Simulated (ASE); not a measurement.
GaP (zinc blende), cell Ga32P32, started from the crystal [in the run: it stayed crystalline; mean temperature 904 K (target 870 K)]; MD at a mean temperature of 904 K and a mean pressure of 0.0 GPa, 3.0 ps sampled (in preparation the cell's shape was held).

Q: Estimate the density; coordination of Ga (bonds up to Ga-P 3.30 Å); coordination of P (bonds up to Ga-P 3.30 Å); first peak of g(P-P); first peak of g(Ga-Ga) that the machine-learned potential CHGNet 0.3.0 (ASE) returns for this input.

A: 
The density is 3.95 g/cm³ and the coordination of Ga (bonds up to Ga-P 3.30 Å) comes out as 4.00 (4-fold 100 %). The coordination of P (bonds up to Ga-P 3.30 Å) is 4.00 (4-fold 100 %) and the first peak of g(P-P) comes out as 3.93 Å, height 4.7. The first peak of g(Ga-Ga) comes out as 3.91 Å, height 4.4.
